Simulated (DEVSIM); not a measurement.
## abrupt Si p-n junction

Device: abrupt Si p-n junction, at 300 K.

```csv
layer (left to right),material,thickness (μm),Nd (cm⁻³),Na (cm⁻³),τn (s),τp (s)
1,Si,0.300,-,1.3e17,1.2e-6,1.2e-6
2,Si,0.630,2.4e17,-,1.2e-6,1.2e-6
```

Left contact: ohmic. Right contact: ohmic. Voltage is applied to the left contact. Recombination: SRH at mid-gap, radiative. Mobility is μmin + (μ − μmin)/(1 + (N/Nref)^α).

The device is made up for the run: typed textbook-type constants, with dimensions and the other settings drawn at random. Values at 300 K.

```tsv
parameter	Si
gap (eV)	1.124
affinity (eV)	4.05
permittivity	11.7
Nc (cm⁻³)	2.86e19
Nv (cm⁻³)	3.1e19
μn (cm²/Vs)	1417
μp (cm²/Vs)	470
μn,min	52
μp,min	45
Nref,n	9.7e16
Nref,p	2.2e17
αn	0.68
αp	0.72
B (cm³/s)	4.7e-15
```

Model (solved in DEVSIM): 1D drift-diffusion, Boltzmann statistics, complete ionisation; no tunnelling, impact ionisation, image-force lowering or self-heating.

| Item | Value |
|---|---|
| Potential step across the device at zero bias | 0.859 V |
| Largest field in the device at zero bias | 150000 V/cm |
| Dark forward voltage at 1 A/cm² | 0.595 V |
| Dark forward voltage at 100 A/cm² | 0.715 V |

Dark forward current:

| V (V) | J (A/cm²) |
|---|---|
| 0.05 | 1.6e-9 |
| 0.10 | 8.5e-9 |
| 0.15 | 4.7e-8 |
| 0.20 | 2.8e-7 |
| 0.25 | 1.8e-6 |
| 0.30 | 1.2e-5 |
| 0.35 | 8.3e-5 |
| 0.40 | 0.00057 |
| 0.45 | 0.0039 |
| 0.50 | 0.026 |
| 0.55 | 0.18 |
| 0.60 | 1.2 |
| 0.65 | 8.3 |
| 0.70 | 56 |
| 0.75 | 360 |
| 0.80 | 1900 |
| 0.85 | 7000 |
